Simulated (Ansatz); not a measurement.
Defect: interstitial F in anatase TiO2, charge state -1. Computed with PBE, PAW (plane waves to 420 eV; Ansatz, an electronic-structure program).

Cell of 108 host sites held at the relaxed PBE lattice; the Γ point alone; Fermi-Dirac width 0.01 eV, spin-restricted; finite-size errors left in. Energies are static. The charge state is imposed; whether it is stable for some Fermi level was not computed. Sites that were not tried may lie lower.

Barriers: single points on a 2×2×2 k-point mesh shifted by half a step at the bands' geometries.

The step: several atoms move together, F the farthest (a rearrangement that moves the defect's centre by under 1 Å); the atom moves 0.79 Å along (0.02, 0.10, 0.07) of the unit cell; the moving atom starts with neighbours 2 O at 2.26, 2 O at 2.30; 2 Ti at 2.03 Å and ends with O at 2.19, 2 O at 2.35, O at 2.56, 2 O at 2.62; 2 Ti at 2.07 Å.

Q: What is the computed migration barrier of this step (PBE, PAW)?

A: 0.11 eV forward and 0.081 eV backward. At the saddle the moving atom has neighbours O at 2.22, O at 2.31, O at 2.40, 2 O at 2.46; Ti at 1.97, Ti at 2.40, Ti at 2.46 Å. The saddle point's order was not checked.
